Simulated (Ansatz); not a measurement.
GaSb (model structure, started from the rocksalt type, Fm-3m, No. 225, 2 atoms in the cell), treated with LDA (PAW; Ansatz, a program for electronic structure).

Numerical settings: plane-wave cutoff 520 eV, 18×18×18 k mesh, Fermi–Dirac smearing 0.05 eV, scalar-relativistic PAW data made under PBE.

Cell (relaxed at this level):

Space group Fm-3m (No. 225); a = 5.6468 Å, b = 5.6468 Å, c = 5.6468 Å, α = 90.00°, β = 90.00°, γ = 90.00°

| atom | site | symmetry | x | y | z |
|---|---|---|---|---|---|
| Sb | 4a | m-3m | 0.0000 | 0.0000 | 0.0000 |
| Ga | 4b | m-3m | 0.5000 | 0.5000 | 0.5000 |
(The calculation used a cell of 2 atoms; values per cell refer to that cell.)

### Question
Give the computed bulk modulus.

### Answer

* **bulk modulus**: 69.1 GPa

The run finds no gap.

Note: the bulk modulus is −V dP/dV from two relaxed cells at ±2 % in volume; the relaxation could raise the start's symmetry but not lower it, so the cell can be a saddle point.

Spin–orbit coupling is not included; it can open a gap where bands touch, and shift volumes and moduli.

Static lattice: no zero-point or thermal effects.

Cost on a shared machine: roughly 40 core-seconds.

A model structure was made by putting elements into a prototype or built by hand; it is no filed structure, need not be a known phase, and can be a saddle point held by its symmetry.
